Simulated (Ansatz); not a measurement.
Start from InP in the zinc blende structure (space group F-43m, No. 216; a = 5.907 Å). Axes: x, y, z lie along the cube axes.

Method: r2SCAN, PAW, 500 eV (Ansatz, a quantum-chemistry and plane-wave program; spin-orbit coupling left out).

It is then changed as follows: a pure shear with ε_xy = ε_yx = 0.0200; the atoms relax in the strained cell.

Predict the stress tensor and what it implies for the stiffness.

Stress of the strained cell less that of the base (GPa, compression positive):
```
   0.03   -1.84    0.00
  -1.84    0.03    0.00
   0.00    0.00   -0.02
```

Then −Δσ/γ with γ = 2ε = 0.0400 gives secant stiffness values (nonlinear terms included at this strain): C66 ≈ 46 GPa.

As a check, the harmonic strain energy −½ V₀ Δσ:ε is 5.9 meV/atom; the computed energy rise is 5.9 meV/atom.

No phonon test of stability was made.
